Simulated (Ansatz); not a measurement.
HgSe, response to strain

The reference is HgSe in the zinc blende structure (space group F-43m, No. 216; a = 6.133 Å).

Strains are applied to the cell and any free atomic positions relax.

Computed with PBEsol, PAW, 420 eV (Ansatz, a program for electronic structure; spin-orbit coupling left out).

Candidates:
(a) isotropic strain +3.00 %
(b) isotropic strain −3.00 %
(c) isotropic strain −1.00 %
(d) isotropic strain −1.50 %

Notes on the quantities. energy relative to the base: free energy F.

Q: Order them by energy relative to the base, highest first.

A: (b) isotropic strain −3.00 % (+43 meV/atom), (a) isotropic strain +3.00 % (+33 meV/atom), (d) isotropic strain −1.50 % (+10 meV/atom), (c) isotropic strain −1.00 % (+4.4 meV/atom)

The mesh was chosen for an insulator and is coarse for the gapless case. Whether these cells are dynamically stable was not tested. The final runs are not spin-polarised.
